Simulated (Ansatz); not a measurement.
Cell and atoms of amorphous hafnium silicate (Hf9Si21O60):

```xyz
90
Lattice="10.6694 0.0000 0.0000 0.0000 10.6694 0.0000 0.0000 0.0000 10.6694" Properties=species:S:1:pos:R:3 pbc="T T T"
Hf     1.0876     2.4222     5.1293
Hf     8.8955     1.7052     6.3988
Hf     8.8184     5.0507     6.1056
Hf     5.0148     6.5916     1.1310
Hf     5.6787     3.9472     5.8880
Hf    10.1400     9.4558     5.8804
Hf     6.1552     6.2175     8.6104
Hf     5.5642     7.1721     5.0750
Hf     0.8726     7.6264     1.0274
Si     2.3736     7.8840     5.9677
Si     8.0628     3.1961     1.3385
Si     7.7912     5.9761     2.8786
Si     3.1791     0.9937     3.6467
Si     7.3700     1.7631     9.5412
Si     4.2330     1.0559     6.6416
Si     0.4741     4.9445     8.7937
Si     8.3121     9.9135     8.8805
Si     7.2291    10.1759     4.1520
Si     1.9350     0.2640    10.5608
Si     3.6562     4.7448     9.0142
Si     4.1588     1.8350     9.4640
Si     0.3571     2.8414     0.5143
Si     9.4021     7.2125     8.4553
Si     5.8506     2.0498     3.1873
Si     2.6550     8.6488     9.0408
Si     3.0753     9.0704     2.1842
Si     2.6143     5.0537     5.1187
Si     2.0275     4.7986     2.0524
Si     5.3035     9.2162     7.9478
Si     9.0591     8.7239     2.6029
O      2.0687     7.8749     2.6003
O      9.6723     8.6991     4.1188
O      6.6920     5.7882     6.1187
O      3.2358     1.1766     5.3280
O      0.7829     5.7507     1.5863
O      0.0946     3.7661     9.8566
O      4.2553     1.8891     2.7876
O      3.3989     0.9671    10.5913
O      3.8066     8.0116     5.2107
O      0.1575     0.9222     6.0839
O      1.6563     1.5193     3.4442
O      1.8023     6.3813     5.5985
O     10.1513     8.9830     1.4458
O      6.5228     6.7549    10.4651
O      3.4491     1.4734     8.0191
O     10.3876     4.7328     7.3883
O      4.7506    10.1897     6.7796
O      9.9436     3.2292     5.2857
O      6.0926     0.6582     4.0148
O      4.4280     8.4045     1.5453
O      8.0641     2.0894     8.1402
O      3.5145     5.3721     1.7047
O      8.1793     6.1281     8.1636
O      7.6662     3.4669     6.1520
O      5.5072     7.6814     7.3663
O      8.9586     8.4898     9.3858
O      4.3250     5.9872     9.8271
O      6.7710     9.6268     8.4277
O      3.8389     3.3764     9.8523
O      8.3647     0.2080     5.1400
O      2.0619     9.8762     1.1348
O      1.7281    10.0156     9.2080
O      9.8123     7.7241     6.9557
O      5.7481     1.5175     9.4675
O      0.7079     1.3132     0.0241
O      7.7844     4.7110     1.8483
O      7.8517     9.8409     2.6743
O      4.2361     5.3439     5.0953
O      2.3352     3.7278     6.0326
O      2.2106     7.6638    10.2352
O      8.6086     5.6679     4.2374
O      7.0471     2.1391     2.0751
O      8.4817     7.2489     2.1605
O      4.2418     9.1114     9.1811
O      1.3727     9.0898     5.6108
O      5.9133     3.4246     4.0133
O      7.6066     3.1027    10.4467
O      3.4731    10.1073     3.3484
O      6.1607     6.4180     3.0676
O      4.8509     4.7020     7.8284
O      1.6603     3.3728     1.3304
O      9.6546     2.8108     1.4338
O      1.9591     4.5112     3.6909
O      6.6588     8.8048     4.8208
O      9.1633    10.4038     7.5757
O      5.4431     2.0836     6.4968
O      8.1349     0.3817    10.0564
O     10.5686     6.4329     9.3508
O      2.5174     7.9187     7.6073
O      2.1083     5.0056     8.6333
```

These are PBE, scalar-relativistic without spin-orbit coupling (plane waves to 420 eV, PAW; Ansatz, a first-principles code) values and carry that method's errors.

Preparation: random packing, a CHGNet melt and quench, and a DFT relaxation. O atoms were pushed apart under 1.9 Å during the dynamics, to hinder bonds among them. The hot cell started wider than the set density and was brought back towards it in steps. It is the lowest in DFT energy of 4 quenches. It is a model cell: composition and starting density were chosen by hand, and all elements were melted together. No dispersion term was used. Its density started from a set value of 4.32 and ended at 4.31 g/cm³. Cooling (nominally 300 K/ps over its main leg) ran many orders faster than in experiment, which tends to leave more defects and strain. A cell of this size samples the disorder only roughly. The volume was held where the preparation left it, at a PBE pressure of 1.2 GPa. Stress components on the final sampling reach 2.3 GPa.

Bonds are counted up to Hf-Hf 3.34 Å, Hf-Si 2.89 Å, Hf-O 2.78 Å, Si-Si 2.60 Å, Si-O 1.90 Å, O-O 1.58 Å. Two cations that share two anions don't count as bonded, nor two that share one unless they lie closer than Hf-Hf 3.25 Å, Hf-Si 2.81 Å, Si-Si 2.38 Å.

### Question
Give the coordination numbers, mean bond lengths and angles.

### Answer

```json
{
 "Mean coordination of Hf by anions": "5.78 (2 with 5, 7 with 6)",
 "Mean coordination of Si by anions": "4.00 (21 with 4)",
 "Mean coordination of O": "2.27 (45 with 2, 14 with 3, 1 with 4)",
 "Mean Si-O bond": "1.636 Å (spread 0.021 Å, 84 counted)",
 "Mean Hf-O bond": "2.133 Å (spread 0.180 Å, 52 counted)",
 "Bond angle at Hf": "mean 103.0°, spread 28.8°",
 "Bond angle at Si": "mean 109.4°, spread 4.8°",
 "Bond angle at O": "mean 126.4°, spread 20.2°"
}
```

### Question
List the pairs of like atoms that count as bonded by the rules above.

### Answer
There are none by these rules.

### Question
What Bader charges do the atoms carry, from a run on the zone centre alone?

### Answer
Means (range): Hf +2.64 e (+2.60 to +2.67), Si +3.27 e (+3.24 to +3.29), O -1.54 e (-1.67 to -1.21).
```
atom  charge (e)
----  ----------
Hf1        +2.60
Hf2        +2.64
Hf3        +2.66
Hf4        +2.65
Hf5        +2.65
Hf6        +2.67
Hf7        +2.60
Hf8        +2.66
Hf9        +2.61
Si10       +3.27
Si11       +3.29
Si12       +3.26
Si13       +3.26
Si14       +3.27
Si15       +3.28
Si16       +3.27
Si17       +3.27
Si18       +3.27
Si19       +3.28
Si20       +3.27
Si21       +3.29
Si22       +3.29
Si23       +3.24
Si24       +3.27
Si25       +3.27
Si26       +3.26
Si27       +3.25
Si28       +3.26
Si29       +3.28
Si30       +3.26
O31        -1.45
O32        -1.47
O33        -1.32
O34        -1.64
O35        -1.46
O36        -1.65
O37        -1.63
O38        -1.64
O39        -1.44
O40        -1.28
O41        -1.45
O42        -1.64
O43        -1.46
O44        -1.21
O45        -1.65
O46        -1.50
O47        -1.65
O48        -1.27
O49        -1.65
O50        -1.43
O51        -1.48
O52        -1.48
O53        -1.50
O54        -1.24
O55        -1.47
O56        -1.64
O57        -1.49
O58        -1.67
O59        -1.65
O60        -1.49
O61        -1.64
O62        -1.64
O63        -1.50
O64        -1.65
O65        -1.64
O66        -1.65
O67        -1.64
O68        -1.52
O69        -1.47
O70        -1.47
O71        -1.48
O72        -1.64
O73        -1.65
O74        -1.65
O75        -1.45
O76        -1.47
O77        -1.65
O78        -1.64
O79        -1.50
O80        -1.50
O81        -1.64
O82        -1.64
O83        -1.64
O84        -1.48
O85        -1.51
O86        -1.49
O87        -1.63
O88        -1.64
O89        -1.66
O90        -1.65
```
